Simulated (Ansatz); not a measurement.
Start from YN in the rock salt structure (space group Fm-3m, No. 225; a = 4.8198 Å). Axes: x, y, z lie along the cube axes.

Computed with plane-wave PAW DFT at the LDA level (Ansatz, a first-principles code, 420 eV), scalar-relativistic without spin-orbit coupling.

Base values:

- Volume per atom: 14.00 Å³

The change: biaxial strain −3.00 %, plane normal [001], relaxed out of plane (Cartesian); in-plane vectors clamped, the third vector and the atoms free.

Task: How does this affect the volume per atom?

Result: The volume per atom shrinks by 0.64 Å³ to 13.36 Å³.

Task: How does this affect the energy relative to the base?

Result: The energy rises by 37 meV/atom.

A case with no gap was solved on a k-mesh chosen for an insulator, which is coarse for it. No phonon test of stability was made. The final runs are not spin-polarised.
